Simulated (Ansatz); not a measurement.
Ti3Mo (model structure, started from the D019 type, P6₃/mmc, No. 194, 8 atoms in the cell), treated with LDA (plane waves, PAW; Ansatz, a program for electronic structure).

Settings: plane-wave cutoff 520 eV, 12×12×12 k mesh, Fermi–Dirac smearing 0.05 eV, no spin polarisation, scalar-relativistic PAW data made under PBE.

Cell (relaxed at this level):

```
MoTi3
1.0
    5.54328     0.00000     0.00000
   -2.77164     4.80062     0.00000
    0.00000     0.00000     4.69173
Ti Mo
6 2
Direct
  0.83200   0.66400   0.25000
  0.16800   0.83200   0.75000
  0.33600   0.16800   0.25000
  0.16800   0.33600   0.75000
  0.83200   0.16800   0.25000
  0.66400   0.83200   0.75000
  0.33333   0.66667   0.25000
  0.66667   0.33333   0.75000
```

**Question.** Give the computed bulk modulus.

**Answer.** 
- bulk modulus = 149 GPa

Note: the run has no spin polarisation, so it can have missed a magnetic state; the bulk modulus is −V dP/dV from two relaxed cells at ±2 % in volume; the relaxation could raise the start's symmetry but not lower it, so the cell can be a saddle point.

A model structure was made by putting elements into a prototype or built by hand; it is no filed structure, need not be a known phase, and can be a saddle point held by its symmetry.
